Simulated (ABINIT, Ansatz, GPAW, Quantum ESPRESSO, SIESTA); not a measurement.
AlRu (Pm-3m, 2 atoms in the cell) computed with different codes at matched settings

Relaxation of cell and atoms.

```xyz
2
Lattice="2.9825 0.0000 0.0000 0.0000 2.9825 0.0000 0.0000 0.0000 2.9825" Properties=species:S:1:pos:R:3 pbc="T T T"
Al     0.0000     0.0000     0.0000
Ru     1.4912     1.4912     1.4912
```

Shared settings, as Ansatz (an electronic-structure program) writes them: kpoints.mp_grid.grid = 11 11 11; scf.occupations.method = gaussian; scf.occupations.width = 0.05 eV. Potentials and cutoffs stand in the table.

```json
[
 {"code": "ABINIT", "model": "PBE, PAW (JTH v2.0 PBE PAW)", "final volume (Å³/atom)": "13.56", "cutoff": "571 eV"},
 {"code": "Quantum ESPRESSO", "model": "PBE, SSSP 1.1.2 efficiency (PBE) pseudopotentials", "final volume (Å³/atom)": "13.53", "cutoff": "60 Ry"},
 {"code": "GPAW", "model": "PBE, GPAW PAW datasets PBE (gpaw-data 1.0.1)", "final volume (Å³/atom)": "13.59", "cutoff": "600 eV"},
 {"code": "Ansatz", "model": "PBE, default PAW files", "final volume (Å³/atom)": "13.56", "cutoff": "420 eV"},
 {"code": "SIESTA", "model": "GGA PBE, numerical atomic orbitals DZP, PseudoDojo PBE standard norm-conserving potentials (rewritten from UPF to PSML)", "final volume (Å³/atom)": "13.40", "cutoff": "grid 300 Ry"}
]
```

On Ansatz's run: spin polarisation is off.

The spread over the programs that give each value: final volume within 0.19 Å³/atom.

SIESTA uses small atom-centred bases, whose incompleteness enters pressures, forces and empty levels differently from a plane-wave cutoff. The programs treat the finite-basis stress differently while the cell relaxes: Ansatz adds an estimate of it, ABINIT smooths its cutoff (ecutsm).

The starting cell comes from a database of computed structures (which also holds hypothetical and non-ambient phases and stackings), without a prior relaxation at this level.

Keys are those of Ansatz 0.2.
